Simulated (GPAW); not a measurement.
A self-consistent single point of MoPd (R-3m, 2 atoms in the cell) with GPAW.

Computed with PBEsol, GPAW PAW datasets PBEsol (made by gpaw-setup) (plane waves; GPAW 25.7.0).

The change in words: lattice scaled by 0.98. Reference geometry:
```
MoPd
1.0
    1.38767     0.80117     4.64477
   -1.38767     0.80117     4.64477
    0.00000    -1.60234     4.64477
Mo Pd
1 1
Direct
  0.00000   0.00000   0.00000
  0.50000   0.50000   0.50000
```

Reference input (self-consistent single point, DFT PBEsol, plane waves, GPAW PAW datasets PBEsol (made by gpaw-setup)): mode = pw; ecut = 550 eV; xc = PBEsol; kpts = 14 14 14; mesh shift (steps) = 0 0 0; occupations.name = methfessel-paxton; occupations.width = 0.05 eV; occupations.order = 0; nbands = -8; convergence.density = 1e-05 e/electron; symmetry.symmorphic = false; symmetry.tolerance = 0.0005. This run's input differs from it in these lines:

```diff
@@ -5,5 +5,5 @@
 atoms = Atoms(['Mo', 'Pd'],
-              cell=[[1.387670, 0.801172, 4.644770],
-                    [-1.387670, 0.801172, 4.644770],
-                    [0.000000, -1.602343, 4.644770]],
+              cell=[[1.359917, 0.785149, 4.551875],
+                    [-1.359917, 0.785149, 4.551875],
+                    [0.000000, -1.570296, 4.551875]],
               scaled_positions=[[0.000000, 0.000000, 0.000000],
```

The program printed (abridged):

```
     iter     time        total  log10-change:
                         energy   eigst   dens
iter:   1 --:--:--   -21.373158
iter:   2 --:--:--   -18.566264   -0.79  -1.04
iter:   3 --:--:--   -17.518415   -1.31  -1.19
iter:   4 --:--:--   -16.792648   -1.32  -1.35
iter:   5 --:--:--   -16.611033   -1.64  -1.65
iter:   6 --:--:--   -16.894508   -1.84  -2.05
iter:   7 --:--:--   -16.545309   -2.21  -1.72
iter:   8 --:--:--   -16.557490   -3.44  -2.49
iter:   9 --:--:--   -16.550187c  -3.88  -2.55
iter:  10 --:--:--   -16.542799c  -3.59  -2.69
iter:  11 --:--:--   -16.542674c  -4.66  -3.32
iter:  12 --:--:--   -16.542677c  -5.31  -3.52
iter:  13 --:--:--   -16.542664c  -5.46  -3.61
   [... 2 lines left out ...]
iter:  16 --:--:--   -16.542645c  -6.35  -3.79
iter:  17 --:--:--   -16.542642c  -7.07  -3.86
iter:  18 --:--:--   -16.542636c  -6.11  -3.92
iter:  19 --:--:--   -16.542637c  -7.37  -4.51
iter:  20 --:--:--   -16.542637c  -8.02c -4.62
iter:  21 --:--:--   -16.542637c  -8.26c -4.64
iter:  22 --:--:--   -16.542636c  -8.03c -4.71
iter:  23 --:--:--   -16.542636c  -8.57c -4.88
iter:  24 --:--:--   -16.542636c  -8.15c -4.94
iter:  25 --:--:--   -16.542636c  -9.19c -5.08c
Converged after 25 iterations.

Dipole moment: (0.000000, -0.000000, 0.000000) |e|*Ang

Energy contributions relative to reference atoms: (reference = -247235.311420)

Kinetic:        -16.646903
Potential:       +7.095308
External:        +0.000000
XC:              -6.594980
Entropy (-ST):   -0.002213
Local:           -0.394955
SIC:             +0.000000
--------------------------
Free energy:    -16.543743
Extrapolated:   -16.542636

Showing only first 2 kpts
 Kpt  Band  Eigenvalues  Occupancy
  0    13      9.85368    2.00000
  0    14     12.25216    1.99923
  0    15     12.25216    1.99923
  0    16     12.87498    0.00000

  1    13      9.92326    2.00000
  1    14     11.52055    2.00000
  1    15     12.22216    1.99997
  1    16     12.69763    0.00000

Fermi level: 12.37101

No gap
No difference between direct/indirect transitions
Energy (eV): -16.542636

Forces in eV/Ang:
  0 Mo    0.00000    0.00000   -0.00000
  1 Pd    0.00000    0.00000    0.00000

Stress tensor:
    -0.024404    -0.000000     0.000000
     0.000000    -0.024404     0.000000
     0.000000     0.000000    -0.021289
Stress (GPa, Voigt): [-3.9099 -3.9099 -3.4108  0.      0.     -0.    ]
```

The run converged in 25 iterations. GPAW prints stress with tension positive. Against the reference run the free energy drops by 20.4 meV/atom and the pressure goes from -10.27 to 3.74 GPa.

The starting cell comes from a database of computed structures (which also holds hypothetical and non-ambient phases and stackings), without a prior relaxation at this level. For this run, on top of that: lattice scaled by 0.98. Spin polarisation is off. With a pressure of about 4 GPa the cell is away from its equilibrium volume at this level.

Cost on one core of a shared machine: roughly 8 min.
